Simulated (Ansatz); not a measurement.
ZnS (R3m, No. 160, 36 atoms in the cell; start mp-1201158; a measured phase of this formula has another space group) was calculated with r²SCAN (PAW; Ansatz, an electronic-structure program).

Settings: plane-wave cutoff 560 eV, 8×8×8 k mesh, Fermi–Dirac smearing 0.01 eV, scalar-relativistic PAW data made under PBE.

Cell (relaxed at this level):

```xyz
36
Lattice="1.9045 1.0996 56.0739 -1.9045 1.0996 56.0739 0.0000 -2.1992 56.0739" Properties=species:S:1:pos:R:3 pbc="T T T"
Zn     0.0000     0.0000     0.0070
Zn     0.0000     0.0000     9.3481
Zn     0.0000     0.0000    18.6852
Zn     0.0000     0.0000    24.9195
Zn     0.0000     0.0000    40.4972
Zn     0.0000     0.0000    46.7313
Zn     0.0000     0.0000    62.3094
Zn     0.0000     0.0000    71.6469
Zn     0.0000     0.0000    84.1045
Zn     0.0000     0.0000    90.3430
Zn     0.0000     0.0000    99.6877
Zn     0.0000     0.0000   109.0327
Zn     0.0000     0.0000   115.2716
Zn     0.0000     0.0000   124.6083
Zn     0.0000     0.0000   133.9497
Zn     0.0000     0.0000   143.2947
Zn     0.0000     0.0000   149.5336
Zn     0.0000     0.0000   161.9903
S      0.0000     0.0000     2.3443
S      0.0000     0.0000    11.6821
S      0.0000     0.0000    21.0187
S      0.0000     0.0000    27.2525
S      0.0000     0.0000    42.8307
S      0.0000     0.0000    49.0644
S      0.0000     0.0000    64.6436
S      0.0000     0.0000    73.9809
S      0.0000     0.0000    86.4378
S      0.0000     0.0000    92.6803
S      0.0000     0.0000   102.0257
S      0.0000     0.0000   111.3702
S      0.0000     0.0000   117.6050
S      0.0000     0.0000   126.9424
S      0.0000     0.0000   136.2876
S      0.0000     0.0000   145.6324
S      0.0000     0.0000   151.8669
S      0.0000     0.0000   164.3235
```

### Question
Estimate the band gap that the calculation returns.

### Answer

* **band gap**: 2.73 eV (direct)

The computed numbers hold no vibrational or temperature effects.

A start named mp-… is a Materials Project structure, which need not be a measured phase.
